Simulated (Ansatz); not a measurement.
C11b WSi2 was calculated with PBE (PAW; Ansatz, a quantum-chemistry and plane-wave program).

Numerical settings: plane-wave cutoff 520 eV, 24×24×24 k mesh, Fermi–Dirac smearing 0.05 eV, no spin polarisation, scalar-relativistic PAW data made under PBE.

Response to compression and expansion:

Shape and atoms are relaxed at each volume.

```tsv
V (Å³/atom)	P (GPa)	c (Å)	a (Å)
13.125	9.70	7.777	3.182
13.398	4.59	7.822	3.206
13.672	0.00	7.867	3.229
13.945	-4.11	7.912	3.252
14.219	-7.80	7.956	3.274
```

Note: the bulk modulus comes from volumes at which shape and atoms were relaxed.
